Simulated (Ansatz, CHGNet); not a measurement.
For L1₂ (Cu3Au-type) Ni3Si, the machine-learned potential CHGNet-r²SCAN (trained on r²SCAN data) gives:

| Quantity | Result |
|---|---|
| equilibrium lattice constant a | 3.465 Å |
| enthalpy of formation | -0.464 eV/atom |

### Question
What does r²SCAN+rVV10 (Ansatz, a program for electronic structure, PAW) give for the same quantities?

### Answer

- lattice constant a: 3.456 Å (shrinks by 0.3 %)
- formation enthalpy: -0.450 eV/atom (moves by +0.014 eV/atom)

For comparison: lattice constant a 3.510 Å (measured, temperature not stated, no zero-point or thermal correction; as tabulated in Metallic Nickel Silicides: Experiments and Theory for NiSi and First Principles …).

Changes are worked out from the printed values.

Unless a cell is named, each level is at its own relaxed cell (CHGNet-r²SCAN 10.40, r²SCAN+rVV10 10.32 Å³/atom).

The crystal itself was run without spin with r²SCAN+rVV10; a magnetic state was not tried in these runs.

Ansatz's density-functional and Hartree–Fock values are scalar-relativistic unless marked +SOC, with PAW data made under PBE.
